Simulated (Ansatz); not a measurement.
Take BeTe in the zinc blende structure (space group F-43m, No. 216) as the base.

```
BeTe
1.0
    0.00000     2.82841     2.82841
    2.82841     0.00000     2.82841
    2.82841     2.82841     0.00000
Be Te
1 1
Cartesian
  0.00000   0.00000   0.00000
  1.41420   1.41420   1.41420
```

Cartesian axes are those of the cell as printed.

Computed with DFT with r2SCAN, PAW potentials and a 500 eV plane-wave cutoff in Ansatz (a quantum-chemistry and plane-wave program), no spin-orbit coupling.

The change: tensor shear ε_xy = +1.71 % (engineering shear γ = 0.0342); the atoms relax in the strained cell.

Q: Predict the stress tensor and what it implies for the stiffness.

A: Stress of the strained cell less that of the base (GPa, compression positive):
```
   0.07   -1.79    0.00
  -1.79    0.07    0.00
   0.00    0.00   -0.01
```

Then −Δσ/γ with γ = 2ε = 0.0342 gives secant stiffness values (nonlinear terms included at this strain): C66 ≈ 52 GPa.

As a check, the harmonic strain energy −½ V₀ Δσ:ε is 4.3 meV/atom; the computed energy rise is 4.3 meV/atom.

No phonon test of stability was made.
